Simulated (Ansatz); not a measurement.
The reference is MgTe in the wurtzite structure (space group P6_3mc, No. 186; a = 4.561 Å, c = 7.412 Å).

It is then changed as follows: the cell is scaled by 1.0240 in all directions, atoms relaxed at fixed cell.

Level of theory: DFT with PBEsol, PAW potentials and a 420 eV plane-wave cutoff in Ansatz (a first-principles code), scalar-relativistic without spin-orbit coupling.

Base, band edges from the VBM (valence, conduction): K -1.40, 3.42; H -0.63, 3.84; M -0.46, 3.08; L -0.90, 3.14; A -0.28, 3.40; Γ 0.00, 2.39 eV.

Give the band edges at the high-symmetry points of the new zone, measured from its valence-band maximum.


| point | valence edge (eV) | conduction edge (eV) |
|---|---|---|
| Γ | 0.00 | 2.08 |
| M | -0.42 | 3.10 |
| K | -1.26 | 3.53 |
| A | -0.25 | 3.18 |
| L | -0.82 | 3.10 |
| H | -0.58 | 3.74 |

The gap is 2.08 eV, direct at Γ.

With Te present, leaving out spin-orbit coupling can change the band edges. The cells carry an imposed strain or load. No phonon test of stability was made.
